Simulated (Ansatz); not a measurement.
```yaml
crystal:
  lattice:
    - [3.00775, -0.00002, -0.01213]
    - [-0.00002, 3.00775, -0.01213]
    - [0.12314, 0.12314, 29.90372]
  atoms:
    - { symbol: Mg, position: [0.85118, 0.85118, 0.10688] }
    - { symbol: Mg, position: [0.35114, 0.35114, 0.03562] }
    - { symbol: Mg, position: [0.85129, 0.85129, 0.24915] }
    - { symbol: Mg, position: [0.35125, 0.35125, 0.17801] }
    - { symbol: Mg, position: [0.85131, 0.85131, 0.39142] }
    - { symbol: Mg, position: [0.35132, 0.35132, 0.32029] }
    - { symbol: Mg, position: [0.85138, 0.85138, 0.53376] }
    - { symbol: Mg, position: [0.35131, 0.35131, 0.46254] }
    - { symbol: O, position: [0.35121, 0.35121, 0.10689] }
    - { symbol: O, position: [0.85119, 0.85119, 0.03572] }
    - { symbol: O, position: [0.35124, 0.35124, 0.24916] }
    - { symbol: O, position: [0.85123, 0.85123, 0.17803] }
    - { symbol: O, position: [0.35127, 0.35127, 0.39143] }
    - { symbol: O, position: [0.85126, 0.85126, 0.32030] }
    - { symbol: O, position: [0.35136, 0.35136, 0.53368] }
    - { symbol: O, position: [0.85130, 0.85130, 0.46255] }
    - { symbol: N, position: [0.35133, 0.35133, 0.67815] }
    - { symbol: N, position: [0.85136, 0.85136, 0.60609] }
    - { symbol: N, position: [0.35128, 0.35128, 0.81944] }
    - { symbol: N, position: [0.85131, 0.85131, 0.74990] }
    - { symbol: N, position: [0.35120, 0.35120, 0.96326] }
    - { symbol: N, position: [0.85126, 0.85126, 0.89119] }
    - { symbol: Ti, position: [0.85131, 0.85131, 0.67829] }
    - { symbol: Ti, position: [0.35137, 0.35137, 0.61011] }
    - { symbol: Ti, position: [0.85129, 0.85129, 0.82139] }
    - { symbol: Ti, position: [0.35130, 0.35130, 0.74794] }
    - { symbol: Ti, position: [0.85119, 0.85119, 0.95922] }
    - { symbol: Ti, position: [0.35127, 0.35127, 0.89104] }
```

The first 16 atoms are the substrate (MgO-rs), the rest the film (TiN-rs).

These are PBE (plane waves to 420 eV, PAW; Ansatz, an electronic-structure program) values and carry that method's errors. No spin–orbit coupling; the runs are not spin-polarised; PBE gaps are too small against experiment. Its k-point mesh 10×10×1, Fermi–Dirac width 0.05 eV.

Task: Describe the bonding at the interfaces and give the barriers.

Result: A periodic stack without vacuum, rock-salt TiN (0 0 1) on rock-salt MgO (0 0 1) (film strained to the substrate, started from cuts of the bulks and a machine-learned relaxation; slabs Mg8O8 and N6Ti6, which can lie off the formulas): substrate slab Mg8O8, film N6Ti6, surface cells [[1, 0], [1, 1]] and [[1, 0], [1, 1]], film strained by +0.2 and +0.2 %, outermost planes MgO/MgO and NTi/NTi as cut, which need not be the usual terminations and can put a slab off its formula.
- interface area = 9.0 Å²
- period = 29.90 Å
- heights between the nearest atoms of the two slabs at the two interfaces = 2.16 and 2.16 Å
- Mg–Ti contacts across the interfaces within 1.22 times the sum of covalent radii = 8, mean 3.12 Å
- Mg–N contacts across the interfaces within 1.22 times the sum of covalent radii = 2, mean 2.16 Å
- O–Ti contacts across the interfaces within 1.22 times the sum of covalent radii = 2, mean 2.29 Å
- hole barrier (PBE) = 3.37 eV
- electron barrier (PBE) = 1.09 eV
